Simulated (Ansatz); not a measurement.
Where the default PAW files enter, the runs use the earlier of Ansatz's two default sets.

Tunnelling through a barrier is set by its complex band structure: the current falls as exp(−2κd) with the smallest κ.

Given:

```
CELL_PARAMETERS angstrom
      3.07662     0.00000     0.00000
     -1.53831     2.66443     0.00000
      0.00000     0.00000    15.09808
ATOMIC_POSITIONS crystal
  Si 0.33333 0.66667 0.83299
  Si 0.66667 0.33333 0.33299
  Si 0.66667 0.33333 0.66650
  Si 0.33333 0.66667 0.16650
  Si 0.00000 0.00000 0.49973
  Si 0.00000 0.00000 0.99973
  C  0.00000 0.00000 0.87437
  C  0.00000 0.00000 0.37437
  C  0.33333 0.66667 0.70800
  C  0.66667 0.33333 0.20800
  C  0.66667 0.33333 0.54152
  C  0.33333 0.66667 0.04152
```

Space group of this cell: P6_3mc. The cell is taken as given.

Transport runs along the normal of the first two printed cell vectors, the (001) plane of the conventional cell.

No gap correction and no spin-orbit coupling; mid-gap is the computed energy nearest the middle.

Give the band gap and the smallest decay constant κ at mid-gap that r2SCAN (Ansatz, a quantum-chemistry and plane-wave program) yields.

Gap 2.39 eV on a 12×12×2 mesh; κ = 0.226 1/Å, at the zone centre.
